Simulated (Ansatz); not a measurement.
For NbH2 (Fm-3m), Ansatz (a program for electronic structure) with PBEsol, DFPT electron-phonon coupling, linearised Boltzmann equation gives a transport coupling λ_tr = 0.410 and a Drude plasma energy ħω_p = 5.97 eV.

**Question.** Estimate the resistivity at 300 K from the high-temperature formula ρ = 2π λ_tr k_B T / (ħ ε₀ ω_p²), and say how the full Boltzmann solution compares.

**Answer.** The scattering rate is 1/τ = 2π λ_tr k_B T/ħ = 1.01e14 s⁻¹ and ω_p = 9.07e15 s⁻¹, so ρ ≈ 13.9 μΩ·cm. The Boltzmann solution gives 11.3 μΩ·cm, 0.81 times the estimate; it lies lower because k_BT is not large against the phonon energies and the solution lets the distribution adjust.

A metal at this level (no band gap). Only scattering by harmonic phonons is included (no impurities, grain boundaries, electron-electron scattering or thermal expansion). Spin-orbit coupling is left out. Halving the electron mesh (32x32x32) moves the resistivity by up to 3 % at 300 K, the coupling by up to 2 %. Smearing 0.20 eV; phonons on a 5x5x5 q mesh, which this run doesn't test.

Formula and space group known from diffraction (Crystallography Open Database), not checked to be the room-temperature form: NbH2 (Fm-3m).
